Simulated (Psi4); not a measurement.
Psi4 1.11, M06-L/def2-tzvp: Al(Br)3 ([Br][Al]([Br])[Br]), 4 atoms. The geometry is a generated start, not checked to be a minimum at this level.

```
Property                                                  Value
-------------------------------  ------------------------------
task                                                   gradient
method                                                    m06-l
basis                                                 def2-tzvp
memory                                                     7 GB
scf_type                                           df (default)
guess                            auto, which took SAD (default)
diis_max_vecs                                      10 (default)
scf_initial_accelerator                         adiis (default)
e_convergence                                   1e-08 (default)
d_convergence                                   1e-08 (default)
basis functions (reference run)                             181
grid points (reference run)                              718819
```

```xyz
4

Al    -0.0014    -0.0011     0.0009
Br    -1.8086    -1.3300    -0.0696
Br    -0.0227     1.9825    -1.0503
Br     1.8327    -0.6514     1.1190
```
Charge 0, spin multiplicity 1.

Differences are taken against the run with dft_radial_points = 200, dft_spherical_points = 974, dft_pruning_scheme = none (default); no run here is proven converged. One run each, on a shared machine, so no times are given.

Settings tried, all else as in the reference:
- dft_radial_points = 75 (default), dft_spherical_points = 302 (default), dft_pruning_scheme = robust
- dft_radial_points = 35, dft_spherical_points = 110
- dft_radial_points = 99, dft_spherical_points = 590
- dft_radial_points = 25, dft_spherical_points = 50
- dft_radial_points = 99, dft_spherical_points = 590, dft_pruning_scheme = robust
- dft_radial_points = 75 (default), dft_spherical_points = 302 (default), dft_pruning_scheme = treutler
- dft_radial_points = 150, dft_spherical_points = 770
- dft_radial_points = 50, dft_spherical_points = 194
- dft_radial_points = 99, dft_spherical_points = 590, dft_pruning_scheme = treutler
- dft_radial_points = 75 (default), dft_spherical_points = 302 (default)
- dft_radial_points = 75 (default), dft_spherical_points = 434

**Question.** Sort the settings: which keep to the reference within 10 meV/atom in energy, 100 meV/Å in forces (largest component), and which don't?

**Answer.** Within it: dft_radial_points = 150, dft_spherical_points = 770; dft_radial_points = 99, dft_spherical_points = 590; dft_radial_points = 99, dft_spherical_points = 590, dft_pruning_scheme = robust; dft_radial_points = 99, dft_spherical_points = 590, dft_pruning_scheme = treutler. Outside: dft_radial_points = 75 (default), dft_spherical_points = 302 (default), dft_pruning_scheme = treutler; dft_radial_points = 75 (default), dft_spherical_points = 434; dft_radial_points = 75 (default), dft_spherical_points = 302 (default); dft_radial_points = 75 (default), dft_spherical_points = 302 (default), dft_pruning_scheme = robust; dft_radial_points = 50, dft_spherical_points = 194; dft_radial_points = 25, dft_spherical_points = 50; dft_radial_points = 35, dft_spherical_points = 110.

```csv
setting,grid points,energy against the reference,difference in forces (largest component)
the reference,718819,—,—
"dft_radial_points = 150, dft_spherical_points = 770",427348,+0.075 meV/atom,1.3 meV/Å
"dft_radial_points = 99, dft_spherical_points = 590",217163,−1.1 meV/atom,6.7 meV/Å
"dft_radial_points = 99, dft_spherical_points = 590, dft_pruning_scheme = robust",149693,−1.1 meV/atom,6.6 meV/Å
"dft_radial_points = 99, dft_spherical_points = 590, dft_pruning_scheme = treutler",110429,−1.4 meV/atom,25 meV/Å
"dft_radial_points = 75 (default), dft_spherical_points = 302 (default), dft_pruning_scheme = treutler",45829,+28 meV/atom,30 meV/Å
"dft_radial_points = 75 (default), dft_spherical_points = 434",121139,+29 meV/atom,21 meV/Å
"dft_radial_points = 75 (default), dft_spherical_points = 302 (default)",85045,+29 meV/atom,23 meV/Å
"dft_radial_points = 75 (default), dft_spherical_points = 302 (default), dft_pruning_scheme = robust",57445,+29 meV/atom,23 meV/Å
"dft_radial_points = 50, dft_spherical_points = 194",36672,−800 meV/atom,640 meV/Å
"dft_radial_points = 25, dft_spherical_points = 50",4802,−1000 meV/atom,580 meV/Å
"dft_radial_points = 35, dft_spherical_points = 110",14559,+1200 meV/atom,410 meV/Å
```

Total energies are compared; such shifts often cancel in part in energy differences. The gradients leave out the derivatives of the grid weights. The tolerance is a choice made for this comparison.
